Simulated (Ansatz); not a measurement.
Base system: C in the graphite type structure (space group P6_3/mmc, No. 194; a = 2.465 Å, c = 6.730 Å; layered, stacked along the Cartesian z axis).

Level of theory: plane-wave PAW DFT at the PBE-D3(BJ) level (Ansatz, a first-principles code, 420 eV), without spin-orbit coupling.

Before the change:

```
Quantity              Result
-------------------  -------
c/a ratio              2.730
Lattice parameter a  2.465 Å
```

The change: a hydrostatic pressure of 5 GPa.

**Question.** Estimate the effect on the c/a ratio and lattice parameter a.

**Answer.** The c/a ratio decreases by 0.218 to 2.512; the lattice parameter a decreases by 0.009 Å, from 2.465 Å to 2.456 Å.

A case with no gap was solved on a k-mesh chosen for an insulator, which is coarse for it. Load acts through the strain it causes; cell and atoms are relaxed under it. Stability against distortions was not tested. Competing high-pressure phases were not computed.
